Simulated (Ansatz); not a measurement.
An Ansatz (an electronic-structure program) run: Os with a change (biaxial strain +1.00 %, plane normal [001], relaxed out of plane); plane-wave PAW DFT at the PBE level (Ansatz, 420 eV), no spin-orbit coupling.

Input:

Ansatz 0.2 input:
```yaml
crystal:
  lattice:
    - [2.7818743607, 0, 0]
    - [1.3909371804, 2.4091738665, 0]
    - [0, 0, 4.3256504923]
  atoms:
    - { symbol: Os, position: [0.6666666667, 0.6666666667, 0.75] }
    - { symbol: Os, position: [0.3333333333, 0.3333333333, 0.25] }
basis: { ecutwfc: 420, ecutrho_ratio: 4, xc_grid: 2, fft_grid_basis: typed }
kpoints: { mp_grid: { grid: [24, 24, 13] } }
hamiltonian:
  xc: pbe
  dispersion: none
  pseudopotentials: { kind: paw }
scf: { occupations: { method: fermi_dirac, width: 0.1 } }
relax: { f_tol: 0.005, max_steps: 50, cell: { stress_tol: 0.01, fix: [a, b, gamma] } }
output: { forces: true, stress: true }
checkpoint: { write: state.ck, write_every: 1000 }
```

Output (explanatory and most iteration lines left out):

```
Relaxation: its limit of steps is 50 (relax.max_steps)
Pseudopotential: Os, paw, valence charge 16
Crystal: 2 atoms, lattice volume = 28.991 Å³
Basis set: ecut = 420 eV, 579 PW (Γ), exchange–correlation on 40×40×60 points (8 copies of the dense FFT grid, shifted against one another)
Bands: 20, of which v1, the nominal top of the filled ones, is band 16 counted from 1 (15 counted from 0)
Symmetry: 24 space group operations
Space group: P63/mmc (ITA 194), of the structure as read, at distance tolerance 3.1e-5 Å
k-points: 427 of 7488
Functional: x = pbe(κ = 0.804, μ = 0.2195149727645171), c = pbe(β = 0.06672455060314922)
SCF iter   1: F=—  HF=-22769.096913 eV  |F-HF|=—  |Δ(HF+E_count)|=         —  Δρ=9.57e-3  dr2=1.03e-2  ethr=1.77e-3  ⟨swp⟩=4.5  Hψ=33072  notcnv=0
SCF iter   2: F=—  HF=-22769.099886 eV  |F-HF|=—  |Δ(HF+E_count)|=   2.97e-3  Δρ=5.59e-3  dr2=3.46e-3  ethr=3.22e-5  ⟨swp⟩=1.6  Hψ=13671  notcnv=0
SCF 1 converged in 6 iterations: F = -22769.101343 eV  dr2 = 3.54e-10
relax step   1: F+E_penalty+E_count = -22769.10134255 eV  Δ(F+E_penalty+E_count) = +0.000e0 eV  max|allowed force component| = 4.626e-17 eV/Å  Δτ_max = 0.0000 Å  P = -5.335 GPa  Ω = 28.991 Å³  fix = [a, b, gamma]  reactions: a -7.863, b -7.863 GPa  (6 SCF iters, dr2 threshold 1.00e-7 eV, accepted)
[... steps on the carried basis left out ...]
relax step   3: F+E_penalty+E_count = -22769.10135717 eV  Δ(F+E_penalty+E_count) = -1.462e-5 eV  max|allowed force component| = 8.095e-17 eV/Å  Δτ_max = 0.0000 Å  P = -5.193 GPa  Ω = 28.980 Å³  energy of the carried Pulay correction = +5.671e-6 eV  fix = [a, b, gamma]  reactions: a -7.790, b -7.790 GPa  (9 SCF iters, accepted)
Crystal: 2 atoms, lattice volume = 28.980 Å³
SCF iter   1: F=—  HF=-22769.101330 eV  |F-HF|=—  |Δ(HF+E_count)|=         —  Δρ=1.51e-6  dr2=9.95e-11  ethr=8.24e-9  ⟨swp⟩=3.3  Hψ=59638  notcnv=0
SCF iter   2: F=—  HF=-22769.101352 eV  |F-HF|=—  |Δ(HF+E_count)|=   2.18e-5  Δρ=5.16e-7  dr2=1.43e-11  ethr=3.11e-13 (applied; sched 1.00e-12)  ⟨swp⟩=3.0  Hψ=19415  notcnv=0
SCF 4 converged in 8 iterations: F = -22769.101352 eV  dr2 = 8.10e-19
SCF converged after 8 iterations
Free energy (F): -22769.101352 eV
Internal energy: -22769.058756 eV  (E = F + TS)
E sigma→0 (E₀):  -22769.080054 eV
Entropy (-TS):   -0.042596 eV (-21.298 meV/atom)
Fermi energy:    24.963912 eV
--- Forces (eV/Å), atoms counted from 1 ---
  atom   1  Os     0.00000000     0.00000000     0.00000000
  atom   2  Os    -0.00000000     0.00000000     0.00000000
--- Stress (GPa, compression-positive) ---
       -7.789596       0.000000      -0.000000
        0.000000      -7.789596       0.000000
       -0.000000       0.000000      -0.000203
  P = ⅓ Tr σ = -5.1931 GPa (-51.931 kbar)
--- Relaxed structure (3 steps of the walk, 2 accepted, 1 SCFs on fresh bases) ---
  cell:  # Å, volume = 28.9804 Å³
    - [2.7818743606983865, -2.8867586422367583e-11, -7.266875649652266e-36]
    - [1.3909371803741932, 2.4091738664869635, 8.953160012330155e-36]
    - [-1.129956286841702e-35, 2.259912573683404e-35, 4.324124993928345]
  atoms:
    - { symbol: Os, position: [0.6666666666666664, 0.6666666666666665, 0.75] }
    - { symbol: Os, position: [0.3333333333333332, 0.33333333333333326, 0.24999999999999997] }
```

No phonon test of stability was made. All final runs are without spin polarisation. The cell was made from Os in the hcp (Mg type) structure (space group P6_3/mmc, No. 194) by this change: biaxial strain +1.00 %, plane normal [001], relaxed out of plane.
